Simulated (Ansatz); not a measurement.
For Be (Im-3m, No. 229, 1 atom in the cell; start mp-20; high-temperature phase), LDA (plane waves, PAW; Ansatz, a program for electronic structure) gives:

```
Item                      Result
------------------  ------------
lattice constant a       2.461 Å
bulk modulus B0          133 GPa
cohesive energy     4.13 eV/atom
```

Problem. What does r²SCAN (PAW; Ansatz) give for the same quantities?

Solution. 
- lattice constant a: 2.500 Å (increases by 1.6 %)
- bulk modulus: 126 GPa (drops by 5.3 %)
- cohesive energy: 3.70 eV/atom (shrinks by 0.43 eV/atom)

Changes are worked out from the printed values.

Unless a cell is named, each level is at its own relaxed cell (LDA 7.45, r²SCAN 7.81 Å³/atom).

Caveats: the bulk modulus is −V dP/dV from two relaxed cells at ±2 % in volume (LDA, r²SCAN); the relaxation could not lower the start's symmetry, so the cell can be a saddle point above a distorted one (LDA, r²SCAN). Ansatz's density-functional and Hartree–Fock values are scalar-relativistic unless marked +SOC, with PAW data made under PBE.

A start named mp-… is a Materials Project structure, which need not be a measured phase.
